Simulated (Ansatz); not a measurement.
The starting structures come from a database of crystals and need not be the phases stable at ambient conditions.

Evanescent states of LiCaGaF₆ (P-31c, not sure to be the ambient phase, 18 atoms a cell, 12.7 Å³ an atom, -5 GPa at this level) along the normal of (100)

All values below come from r2SCAN (plane waves, PAW; Ansatz, an electronic-structure program).

No gap correction and no spin-orbit coupling; mid-gap values are interpolated between computed energies.

Energies count from the valence-band top; κ is the least over a 6×4 mesh across the current.

```csv
E (eV),κ (1/Å),where
0.17,0.302,Γ
0.49,0.385,Γ
0.82,0.440,Γ
1.16,0.480,Γ
1.49,0.509,Γ
1.81,___,Γ
2.15,___,Γ
2.48,___,Γ
2.81,___,Γ
3.13,___,Γ
3.46,___,Γ
3.79,___,Γ
4.12,___,Γ
4.46,___,Γ
4.79,___,Γ
5.12,___,Γ
5.45,___,Γ
5.78,0.436,Γ
6.11,0.395,Γ
6.43,0.343,Γ
6.76,0.272,Γ
7.09,0.160,Γ
```

Q: Fill in the missing entries.

A: 
- 1.81, κ (1/Å): 0.531
- 2.15, κ (1/Å): 0.546
- 2.48, κ (1/Å): 0.556
- 2.81, κ (1/Å): 0.562
- 3.13, κ (1/Å): 0.564
- 3.46, κ (1/Å): 0.562
- 3.79, κ (1/Å): 0.557
- 4.12, κ (1/Å): 0.548
- 4.46, κ (1/Å): 0.535
- 4.79, κ (1/Å): 0.518
- 5.12, κ (1/Å): 0.496
- 5.45, κ (1/Å): 0.469
